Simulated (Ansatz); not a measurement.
Surface energy of the (210) surface of fcc Ni, ferromagnetic in its 1x1 cell, outermost plane spacing 0.79 Å in the ideal cut, worked from total energies, which count from the potentials' own zero.

These are RPBE, at the PBE geometry (plane waves to 420 eV, PAW; Ansatz, a quantum-chemistry and plane-wave program) values and carry that method's errors.

Set-up: 14 atoms, 10.2 Å thick at the start (thin: gaps and levels are the slab's own); mesh 12x10x1; 0.1 eV smearing; dipole correction on; single point; on the structure that PBE left under its start's symmetry; spin-polarised, no spin-orbit, no U.

```json
[
 {"quantity": "slab, Ni14", "value": "-81822.5184 eV"},
 {"quantity": "bulk cell, Ni, on the slab's in-plane mesh", "value": "-5844.7327 eV"},
 {"quantity": "area of one face", "value": "13.848 Å²"}
]
```

What surface energy follows, as the mean over the slab's two faces?

the slab holds N = 14 bulk cells, so E(slab) − N·E(bulk) = 3.740 eV. Divided by 2A = 27.70 Å² this is 135.0 meV/Å², and with 1 eV/Å² = 16.02 J/m², γ = 2.16 J/m².
